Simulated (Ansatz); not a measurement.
Bond-angle distributions (per cent of the angles at each element, bins of 10°) of a relaxed model of amorphous Hf₁₈O₃₆Cu at 9.01 g/cm³. These are PBE, scalar-relativistic without spin-orbit coupling (plane waves to 420 eV, PAW; Ansatz, an electronic-structure program) values and carry that method's errors. In the spin-polarised cell the level spacing at the Fermi energy can part levels of unlike spin.

The cell was made by melting and quenching with the CHGNet potential and then relaxed with DFT. O atoms were pushed apart under 1.9 Å during the dynamics, to hinder bonds among them. The hot cell started wider than the set density and was brought back towards it in steps. It is the lowest in DFT energy of 2 quenches. It is a model cell: composition and starting density were chosen by hand, and all elements were melted together. No dispersion term was used. Its density started from a set value of 9.01 and ended at 9.01 g/cm³. Cooling (nominally 300 K/ps over its main leg) ran many orders faster than in experiment, which tends to leave more defects and strain. A cell of this size samples the disorder only roughly. The volume was held where the preparation left it, at a PBE pressure of 3.3 GPa. Stress components on the final sampling reach 4.5 GPa. On a 2×2×2 Γ-centred mesh force components of up to 0.19 eV/Å stay, since the relaxation ran on the zone centre alone.

Bonds are counted up to Hf-Hf 3.34 Å, Hf-O 2.86 Å, Hf-Cu 3.12 Å, O-O 1.58 Å, O-Cu 2.38 Å, Cu-Cu 2.90 Å. Two cations that share two anions don't count as bonded, nor two that share one unless they lie closer than Hf-Hf 3.25 Å, Hf-Cu 3.04 Å, Cu-Cu 2.82 Å.

```json
[
 {"angle (°)": "50-60", "at Hf": "0", "at O": "0"},
 {"angle (°)": "60-70", "at Hf": "5", "at O": "0"},
 {"angle (°)": "70-80", "at Hf": "22", "at O": "1"},
 {"angle (°)": "80-90", "at Hf": "17", "at O": "4"},
 {"angle (°)": "90-100", "at Hf": "17", "at O": "23"},
 {"angle (°)": "100-110", "at Hf": "8", "at O": "20"},
 {"angle (°)": "110-120", "at Hf": "6", "at O": "18"},
 {"angle (°)": "120-130", "at Hf": "4", "at O": "14"},
 {"angle (°)": "130-140", "at Hf": "3", "at O": "11"},
 {"angle (°)": "140-150", "at Hf": "6", "at O": "5"},
 {"angle (°)": "150-160", "at Hf": "7", "at O": "2"},
 {"angle (°)": "160-170", "at Hf": "4", "at O": "2"},
 {"angle (°)": "170-180", "at Hf": "1", "at O": "1"}
]
```

They go with these counts of neighbours within the cut-offs, cation contacts included: Hf mean 6.3, most often 6; O mean 3.2, most often 3.
